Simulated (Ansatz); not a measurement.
Zr in the hcp (Mg type) structure (space group P6_3/mmc, No. 194)

```
CELL_PARAMETERS angstrom
      3.23132     0.00000     0.00000
     -1.61566     2.79841     0.00000
      0.00000     0.00000     5.17303
ATOMIC_POSITIONS crystal
  Zr 0.33333 0.66667 0.75000
  Zr 0.66667 0.33333 0.25000
```

All numbers come from PBE in Ansatz (plane waves to 420 eV, PAW, no spin-orbit coupling). Γ-centred 17×17×9 mesh, Fermi–Dirac width 0.05 eV.

The volume per atom is 23.39 Å³ and the density comes out as 6.48 g/cm³. The band gap is zero and the total energy is -4183.836 eV/atom (σ→0; compares only within this code and set-up).

Whether these cells are dynamically stable was not tested. All final runs are without spin polarisation.

Ansatz is a quantum-chemistry and plane-wave program.
